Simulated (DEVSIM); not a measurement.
Structure: abrupt GaAs p-n junction, at 300 K.

Layer 1 from the left is GaAs, thickness (μm) 16.0, Na (cm⁻³) 3.9e15, τn (s) 6.1e-8, τp (s) 6.1e-8. Layer 2 from the left is GaAs, thickness (μm) 19.0, Nd (cm⁻³) 1.6e17, τn (s) 6.1e-8, τp (s) 6.1e-8.

Left contact: ohmic. Right contact: ohmic. Voltage is applied to the left contact. Recombination: SRH at mid-gap, radiative, Auger. Mobility is μmin + (μ − μmin)/(1 + (N/Nref)^α).

The device is made up for the run: typed textbook-type constants, with dimensions and the other settings drawn at random. Values at 300 K.

GaAs: gap (eV) 1.424, affinity (eV) 4.07, permittivity 12.9, Nc (cm⁻³) 4.7e17, Nv (cm⁻³) 9e18, μn (cm²/Vs) 8500, μp (cm²/Vs) 400, μn,min 500, μp,min 20, Nref,n 6e16, Nref,p 1.5e17, αn 0.39, αp 0.38, B (cm³/s) 2e-10, Cn (cm⁶/s) 1e-30, Cp (cm⁶/s) 1e-30.

Q: Estimate by hand the built-in potential, the peak field at zero bias, the capacitance at -3 V, and compare with a numerical solution.

A: 
- Built-in potential: ni = √(Nc Nv) exp(−Eg/2kT) = 2250000 cm⁻³ with Eg = 1.424 eV; Vbi = kT/q ln(Na Nd/ni²) = 1.196 V; numerical 1.196 V.
- Peak field at zero bias: depletion approximation: W = √(2εVbi/(qN)) = 0.669 μm with N = 3.81e15 cm⁻³; field = 2Vbi/W = 35700 V/cm; numerical 37000 V/cm (estimate below by 3.5 %).
- Capacitance at -3 V: C = √(qεN / 2(Vbi + |V|)) = 9.11 nF/cm²; numerical 9.17 nF/cm² (estimate below by 0.62 %).

DEVSIM, 1D drift-diffusion, Boltzmann statistics, complete ionisation; no tunnelling, impact ionisation, image-force lowering or self-heating.
